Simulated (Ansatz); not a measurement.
Pressure series in ZrSe2

The parent structure is ZrSe$_{2}$ in the CdI2 type structure (space group P-3m1, No. 164; a = 3.735 Å, c = 6.032 Å; layered, stacked along the Cartesian z axis).

Cell and atoms are relaxed at each pressure.

Computed with Kohn–Sham DFT with the PBE-D3(BJ) functional, run in Ansatz (a first-principles code) with PAW and 420 eV plane waves, without spin-orbit coupling.

```
pressure (GPa)  volume per atom (Å³/atom)
--------------  -------------------------
-1                                 25.196
0                                  24.290
0.3                                24.073
0.7                                23.813
1.5                                23.370
3                                       ?
5                                  21.933
7.5                                21.172
10                                 20.529
```

**Question.** Fit the third-order Birch–Murnaghan form P(V) = (3B₀/2)[(V₀/V)^(7/3) − (V₀/V)^(5/3)]·[1 + (3/4)(B₀′ − 4)((V₀/V)^(2/3) − 1)] (squares taken in P) to the rows shown and predict the withheld row.

**Answer.** Least squares on the printed values gives V₀ = 24.308 Å³/atom, B₀ = 34.0 GPa, B₀′ = 6.8; this predicts 22.670 Å³/atom, and the run gives 22.676 Å³/atom, 0.006 higher.

Load acts through the strain it causes; cell and atoms are relaxed under it. Whether these cells are dynamically stable was not tested. No other phases were tried under pressure. The final runs are not spin-polarised.
